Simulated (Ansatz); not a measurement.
An ideal cubic perovskite cell is held by its symmetry; such compounds can tilt or shift off centre at room temperature.

 Where the default PAW files enter, the runs use the earlier of Ansatz's two default sets.

```
CsPbBr3
1.0
    5.94863     0.00000     0.00000
    0.00000     8.41263     0.00000
    0.00000     4.20632     4.20632
Cs Pb Br
1 1 3
Direct
  0.00000   0.00000   0.00000
  0.50000   0.50000   0.00000
  0.00000   0.50000   0.00000
  0.50000   0.00000   0.50000
  0.50000   0.50000   0.50000
```

Space group of this cell: Pm-3m, cubic perovskite. The cell is taken as given.

Computed with r2SCAN (plane waves, PAW; Ansatz, a first-principles code).

The current runs along the normal of the first two printed vectors; no spin-orbit coupling. Scaled by the factor s: both lengths across the current (ions clamped). The meshes follow the cell: 6×8×8 and 6×4 across at s = 0.98, 8×8×8 and 6×4 across at s = 1.00, 6×8×8 and 6×4 across at s = 1.02.

```tsv
s	mean pressure (GPa)	band gap (eV)
0.98	0.8	1.84
1.00	-0.1	2.07
1.02	-0.9	?
```

Q: Take the slope of the band gap against ln s from the two given rows, extrapolate to s = 1.02, and say what the run there gives.

A: Slope = (1.84 − 2.07) / ln 0.98 = 11.4 eV. The line gives 2.07 + (11.4) × ln 1.02 = 2.30 eV. The run gives 2.17 eV, 0.13 eV under the line, 56 % of the predicted step.
